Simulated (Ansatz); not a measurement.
The starting structures come from a database of crystals and need not be the phases stable at ambient conditions.

The decay constant κ of evanescent states in the gap governs leakage through a thin film.

Consider the following.

```yaml
crystal:
  lattice:
    - [5.61342, 0.00000, 0.00000]
    - [0.00000, 10.17230, 0.00000]
    - [2.80671, 0.00000, 1.62045]
  atoms:
    - { symbol: Sc, position: [0.33333, 0.80386, 0.00000] }
    - { symbol: Sc, position: [0.66667, 0.30386, 0.00000] }
    - { symbol: Al, position: [0.00000, 0.52044, 0.00000] }
    - { symbol: Al, position: [0.00000, 0.02044, 0.00000] }
    - { symbol: C, position: [0.66667, 0.94225, 0.00000] }
    - { symbol: C, position: [0.33333, 0.44225, 0.00000] }
    - { symbol: O, position: [0.00000, 0.69676, 0.00000] }
    - { symbol: O, position: [0.00000, 0.19676, 0.00000] }
```

The cell is taken as given.

Transport runs along the normal of the first two printed cell vectors, the (110) plane of the conventional cell.

No gap correction and no spin-orbit coupling; mid-gap is the computed energy nearest the middle.

Question: Estimate the band gap and the smallest decay constant κ at mid-gap that r2SCAN in Ansatz (a program for electronic structure) returns for this system.

Answer: Gap 1.50 eV on a 18×4×18 mesh; κ = 0.186 1/Å, at the zone centre.
